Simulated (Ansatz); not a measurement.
Start from TiAl (space group P4/mmm, No. 123; a = 2.796 Å, c = 4.038 Å; relaxed with 0.1 eV smearing). Axes: x, y, z lie along a, b, c of the conventional cell.

Calculations: DFT with PBEsol, PAW potentials and a 420 eV plane-wave cutoff in Ansatz (an electronic-structure program), no spin-orbit coupling.

Strains are applied to the cell and any free atomic positions relax; under biaxial strain the out-of-plane vector relaxes too.

One change was made to it. Results:

```csv
quantity,base,after
volume per atom,15.79 Å³,16.17 Å³
"pressure (mean of the normal stresses, compression positive)",0.0 GPa,-2.8 GPa
```

Problem. Name the change that was made.
A) biaxial strain +0.50 %, plane normal [001], relaxed out of plane
B) biaxial strain +1.50 %, plane normal [001], relaxed out of plane
C) biaxial strain +3.00 %, plane normal [001], relaxed out of plane
D) biaxial strain +1.00 %, plane normal [001], relaxed out of plane

Solution. C, biaxial strain +3.00 %, plane normal [001], relaxed out of plane. For comparison, the pressure in the other runs: biaxial strain +1.50 %, plane normal [001], relaxed out of plane gives -1.6 GPa; biaxial strain +0.50 %, plane normal [001], relaxed out of plane gives -0.6 GPa; biaxial strain +1.00 %, plane normal [001], relaxed out of plane gives -1.1 GPa.

Whether these cells are dynamically stable was not tested. The final runs are not spin-polarised.
